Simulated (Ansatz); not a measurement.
The starting structures come from a database of crystals and need not be the phases stable at ambient conditions.

 Where the default PAW files enter, the runs use the earlier of Ansatz's two default sets.

By PBEsol, the system below comes out a metal.

Input:

```
CELL_PARAMETERS angstrom
      3.14456     0.00000     0.00000
      0.00000     3.14456     0.00000
      1.57228    -1.57228     1.57228
ATOMIC_POSITIONS crystal
  Pd 0.00000 0.00000 0.00000
```

Space group of this cell: Im-3m, bcc (W type). The cell is taken as given; by PBEsol its mean pressure is -9.9 GPa.

The current flows along the normal of the first two printed cell vectors, the (001) plane of the conventional cell. No spin-orbit coupling; the value is a mean over 0.1 eV about the Fermi level.

### Question
Give the ballistic conductance per area that Ansatz (an electronic-structure program) with PBEsol yields.

### Answer
1.6 × 10¹⁵ S/m² for both spins.
